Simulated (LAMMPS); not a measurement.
Molecular dynamics of a melt made from Ni (fcc), 864 atoms, at 2250 K and 2 GPa, brought to that temperature within a few picoseconds.

Level of theory: classical MD, pair style meam, file MoCoNiVFeAlCr_2nn.meam, run in LAMMPS.

```
t (ps)  MSD (Å²)
------  --------
0.1000     0.401
0.2000     0.745
0.3000      1.07
0.4000      1.39
0.5000      1.72
0.6000      2.04
0.7000      2.36
0.8000      2.68
0.9000      3.01
1.100       3.65
1.300       4.28
1.500       4.92
1.700       5.57
2.000       6.53
2.300       7.48
2.700       8.78
3.200       10.4
3.700       12.0
4.300       13.9
5.000       16.1
5.800       18.6
6.800       21.8
7.900       25.4
9.200       29.5
10.70       34.3
12.50       40.2
14.50       46.8
16.90       54.6
19.60       63.3
22.80       73.9
26.60       86.8
30.90        101
36.00        118
```

### Question
Extract the state found, the self-diffusion coefficient of Ni (not corrected for cell size).

### Answer
In three dimensions D is one sixth of the slope of the MSD at long times (fitted over 20 to 60 % of the run); 1 Å²/ps is 1e-4 cm²/s. state found: liquid; self-diffusion coefficient of Ni (not corrected for cell size): (5.5 ± 0.2) × 10^-5 cm²/s.

Caution: a run this short can hold a crystal over, or a liquid under, the potential's own melting point, which these runs don't give.
